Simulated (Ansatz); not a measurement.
AlGe₂N (model structure, started from the BC2N type, R3m, No. 160, 4 atoms in the cell) was calculated with r²SCAN in Ansatz (PAW).

Settings: plane-wave cutoff 560 eV, 18×18×18 k mesh, Fermi–Dirac smearing 0.05 eV, scalar-relativistic PAW data made under PBE.

Cell (relaxed at this level):

```yaml
crystal:
  lattice:
    - [1.80178, 1.04026, 6.10832]
    - [-1.80178, 1.04026, 6.10832]
    - [0.00000, -2.08052, 6.10832]
  atoms:
    - { symbol: Al, position: [0.02153, 0.02153, 0.02153] }
    - { symbol: N, position: [0.12396, 0.12396, 0.12396] }
    - { symbol: Ge, position: [0.48559, 0.48559, 0.48559] }
    - { symbol: Ge, position: [0.61896, 0.61896, 0.61896] }
```

Task: Estimate the bulk modulus B0 that the calculation returns.

Result: 
* **bulk modulus B0**: 75.3 GPa

The run finds no gap.

Note: the bulk modulus is −V dP/dV from two relaxed cells at ±2 % in volume; the relaxation could raise the start's symmetry but not lower it, so the cell can be a saddle point.

Static lattice: no zero-point or thermal effects.

It cost about 28 core-minutes (a rough figure) of CPU time.

A model structure was made by putting elements into a prototype or built by hand; it is no filed structure, need not be a known phase, and can be a saddle point held by its symmetry.

Ansatz is a program for electronic structure.
